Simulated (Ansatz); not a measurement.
Effect of Ti → Cr on TiC

The reference is TiC in the rock salt structure (space group Fm-3m, No. 225; a = 4.293 Å).

Perturbation: every Ti is replaced by Cr; the structure is relaxed again.

The values are results of PBEsol (Ansatz, a quantum-chemistry and plane-wave program), without spin-orbit coupling, earlier PAW set, not measurements. k-mesh 20×20×20 (Γ-centred); smearing 0.05 eV (Fermi–Dirac), for the changed cell.

| quantity | base | changed | shift |
|---|---|---|---|
| volume per atom | 9.89 Å³ | 8.22 Å³ | -1.67 Å³ |
| lattice parameter a | 4.293 Å | 4.036 Å | -0.257 Å |
| space group | Fm-3m (No. 225) | Fm-3m (No. 225) | – |
| shortest interatomic distance | 2.146 Å | 2.018 Å | -0.1286 Å |
| band gap | zero | zero | – |
| magnetic state | not spin-polarised | ferromagnetic | – |
| largest site moment | 0.00 μB | 0.69 μB | +0.69 μB |

Final structure:

```yaml
crystal:
  lattice:
    - [0.00000, 2.01792, 2.01792]
    - [2.01792, 0.00000, 2.01792]
    - [2.01792, 2.01792, 0.00000]
  atoms:
    - { symbol: C, position: [0.00000, 0.00000, 0.00000] }
    - { symbol: Cr, position: [0.50000, 0.50000, 0.50000] }
```

The magnetic state is the one reached from the starting moments; the real material's order can differ, and small cells can't hold many antiferromagnetic ones. Stability against distortions was not tested. For CrC in this form, whether it has been made was not checked. Spin-polarised in the final run: CrC; the other runs are not.
